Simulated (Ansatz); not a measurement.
CuI (model structure, Pm-3m, No. 221): lattice constant a by level of theory

No measured value is used here.

### Question
Put these levels in order of the lattice constant a that they give for CuI (model structure, Pm-3m, No. 221), smallest first: LDA (Ansatz, an electronic-structure program), PBEsol (Ansatz), r²SCAN+rVV10 (Ansatz).

### Answer
LDA (3.489 Å), PBEsol (3.541 Å), r²SCAN+rVV10 (3.628 Å)

Cutoffs differ between the levels. Ansatz's density-functional and Hartree–Fock values are scalar-relativistic unless marked +SOC, with PAW data made under PBE.

A model structure was made by putting elements into a prototype or built by hand; it is no filed structure, need not be a known phase, and can be a saddle point held by its symmetry.
